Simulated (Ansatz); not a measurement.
HfN: Hf → Zr

Consider HfN in the rock salt structure (space group Fm-3m, No. 225; a = 4.548 Å).

The change: full substitution Hf → Zr; the structure is relaxed again.

The values are results of PBE/PAW in Ansatz (a program for electronic structure), without spin-orbit coupling, earlier PAW set, not measurements. k-mesh 17×17×17 (Γ-centred); smearing 0.05 eV (Fermi–Dirac), for the changed cell.

The volume per atom increases by 0.37 Å³ (11.76 Å³ → 12.13 Å³) and the density shrinks by 6.39 g/cm³, from 13.59 g/cm³ to 7.20 g/cm³. The lattice parameter a increases by 0.047 Å, from 4.548 Å to 4.595 Å and the shortest interatomic distance grows by 0.024 Å to 2.298 Å. The band gap stays zero.

Cost of the whole job for the changed cell (relaxation, final SCF and bands): about 17 core-seconds (a rough figure).

Stability against distortions was not tested. All final runs are without spin polarisation. An odd electron count without spin: ZrN and HfN.
